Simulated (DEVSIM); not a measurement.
## Si p-i-n diode

System: Si p-i-n diode, at 250 K.

```csv
layer (left to right),material,thickness (μm),Nd (cm⁻³),Na (cm⁻³),τn (s),τp (s)
1,Si,0.840,-,4.1e17,7.5e-6,7.5e-6
2,Si,0.480,3.6e11,-,7.5e-6,7.5e-6
3,Si,2.00,2.9e17,-,7.5e-6,7.5e-6
```

Left contact: ohmic. Right contact: ohmic. Voltage is applied to the left contact. Recombination: SRH at mid-gap, Auger. Mobility is μmin + (μ − μmin)/(1 + (N/Nref)^α).

The device is made up for the run: typed textbook-type constants, with dimensions and the other settings drawn at random. Values at 300 K; Nc and Nv go as T^1.5, mobilities as T to minus their exponent, the gap by Varshni's rule with the affinity fixed.

```tsv
parameter	Si
gap (eV)	1.124
affinity (eV)	4.05
permittivity	11.7
Nc (cm⁻³)	2.86e19
Nv (cm⁻³)	3.1e19
μn (cm²/Vs)	1417
μp (cm²/Vs)	470
μn,min	52
μp,min	45
Nref,n	9.7e16
Nref,p	2.2e17
αn	0.68
αp	0.72
T exponent of μn	2.3
T exponent of μp	2.2
Cn (cm⁶/s)	2.8e-31
Cp (cm⁶/s)	9.9e-32
Varshni α (eV/K)	0.000473
Varshni β (K)	636
```

Simulated with DEVSIM: 1D drift-diffusion, Boltzmann statistics, complete ionisation; no tunnelling, impact ionisation, image-force lowering or self-heating.

```yaml
potential_step_across_the_device_at_zero_bias: 0.956 V
Dark forward voltage at 1 A/cm²: 0.758 V
Dark forward voltage at 100 A/cm²: 0.858 V
```

Small-signal capacitance in reverse bias (quasi-static):

```json
[
 {"V (V)": "-0.04", "C (nF/cm²)": "22.3"},
 {"V (V)": "-0.1", "C (nF/cm²)": "22.1"},
 {"V (V)": "-0.2", "C (nF/cm²)": "21.9"},
 {"V (V)": "-0.3", "C (nF/cm²)": "21.8"},
 {"V (V)": "-0.4", "C (nF/cm²)": "21.6"},
 {"V (V)": "-0.6", "C (nF/cm²)": "21.4"},
 {"V (V)": "-0.8", "C (nF/cm²)": "21.3"},
 {"V (V)": "-1", "C (nF/cm²)": "21.1"},
 {"V (V)": "-1.3", "C (nF/cm²)": "21.0"},
 {"V (V)": "-1.6", "C (nF/cm²)": "20.8"},
 {"V (V)": "-2", "C (nF/cm²)": "20.7"}
]
```

Dark forward current:

(V (V), J (A/cm²)): (0.05, 8.1e-12); (0.10, 3.4e-11); (0.15, 1.2e-10); (0.20, 4.3e-10); (0.25, 1.6e-9); (0.30, 5.8e-9); (0.35, 2.5e-8); (0.40, 1.3e-7); (0.45, 8.8e-7); (0.50, 7.3e-6); (0.55, 6.9e-5); (0.60, 0.00068); (0.65, 0.0068); (0.70, 0.069); (0.75, 0.70); (0.80, 7.1); (0.85, 71); (0.90, 620); (0.95, 3400)
